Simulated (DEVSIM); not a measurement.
Structure: abrupt GaAs p-n junction, at 300 K.

Layer 1 from the left is GaAs, thickness (μm) 0.460, Na (cm⁻³) 2.5e14, τn (s) 6.9e-10, τp (s) 6.9e-10. Layer 2 from the left is GaAs, thickness (μm) 19.0, Nd (cm⁻³) 1.3e15, τn (s) 6.9e-10, τp (s) 6.9e-10.

Left contact: ohmic. Right contact: ohmic. Voltage is applied to the left contact. Recombination: SRH at mid-gap, radiative. Mobility is constant in doping.

This is a model device: material constants are rounded textbook-type values typed into the input, and sizes, dopings and lifetimes were drawn at random. Values at 300 K.

GaAs: gap (eV) 1.424, affinity (eV) 4.07, permittivity 12.9, Nc (cm⁻³) 4.7e17, Nv (cm⁻³) 9e18, μn (cm²/Vs) 8500, μp (cm²/Vs) 400, B (cm³/s) 2e-10.

Model (solved in DEVSIM): 1D drift-diffusion, Boltzmann statistics, complete ionisation; no tunnelling, impact ionisation, image-force lowering or self-heating.

Problem. What does the simulation give for the largest field in the device at zero bias, the dark forward voltage at 100 A/cm², the potential step across the device at zero bias, the dark forward voltage at 1 A/cm²?

Solution. largest field in the device at zero bias 13000 V/cm; dark forward voltage at 100 A/cm² 1.037 V; potential step across the device at zero bias 1.001 V; dark forward voltage at 1 A/cm² 0.781 V.
